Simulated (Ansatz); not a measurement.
A computed series for KVF3: magnetic orders

Take KVF3 in the cubic perovskite structure (space group Pm-3m, No. 221; a = 4.1436 Å; ferromagnetic) as the base.

Each order is relaxed in cell and atoms; arrows give the starting signs on the magnetic atoms.

The values are results of Ansatz (an electronic-structure program), PBEsol+U (U_eff on d states: V 3.25 eV), PAW, cutoff 420 eV, no SOC, not measurements.

Q: Only one of these has no band gap. Which?
A) ↑↓ start, q = (1/2, 1/2, 1/2), 10 atoms
B) ↑↓ start, q = (0, 1/2, 1/2), 10 atoms
C) ↑↓ start, q = (0, 0, 1/2), 10 atoms
D) non-magnetic

A: D, non-magnetic. Computed: ↑↓ start, q = (0, 0, 1/2), 10 atoms: 2.35 eV; ↑↓ start, q = (1/2, 1/2, 1/2), 10 atoms: 2.90 eV; ↑↓ start, q = (0, 1/2, 1/2), 10 atoms: 2.62 eV; non-magnetic: zero

Other magnetic orders, which the real material may have, were not ruled out. Whether these cells are dynamically stable was not tested. A gap here joins edges of opposite spin (a spin-flip gap). Spin-polarised in the final run: ↑↓ start, q = (0, 0, 1/2), 10 atoms, base, ↑↓ start, q = (1/2, 1/2, 1/2), 10 atoms and ↑↓ start, q = (0, 1/2, 1/2), 10 atoms; the other runs are not. Many cubic perovskites are stable only at high temperature; tilts and polar distortions were not tested. The U values are a database's picks, fitted on other projectors than the ortho-atomic ones used here.
